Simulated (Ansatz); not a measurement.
The reference is BN in the zinc blende structure (space group F-43m, No. 216).

```yaml
crystal:
  lattice:
    - [0.00000, 1.80486, 1.80486]
    - [1.80486, 0.00000, 1.80486]
    - [1.80486, 1.80486, 0.00000]
  atoms:
    - { symbol: B, position: [0.00000, 0.00000, 0.00000] }
    - { symbol: N, position: [0.25000, 0.25000, 0.25000] }
```

Method: Ansatz (a program for electronic structure) r2SCAN, no spin-orbit coupling.

Before the change:

| Item | Value |
|---|---|
| Electron mass | 0.87 mₑ along k, 0.29 mₑ across (at X) |
| Gap character | indirect, Γ → X |
| Band gap | 5.00 eV |
| Pressure | 0.0 kbar |

The change: every lattice vector is stretched by 1.50 %; the atoms relax in the strained cell.

Q: What happens to the electron mass?

A: The electron mass goes from 0.87 mₑ along k, 0.29 mₑ across (at X) to 0.89 mₑ along k, 0.29 mₑ across (at X).

Q: What does the calculation give for the gap character after the change?

A: The gap character remains indirect, Γ → X.

Q: Predict the new energy relative to the base.

A: The energy increases by 14 meV/atom.

Q: Predict the new band gap.

A: The band gap shrinks by 0.06 eV (5.00 eV → 4.94 eV).

Q: What does the calculation give for the pressure after the change?

A: The pressure goes from zero to -161.3 kbar.

Effective masses come from finite differences of ±0.01 Å⁻¹. Along k means along the line from Γ to the band edge. No phonon test of stability was made.
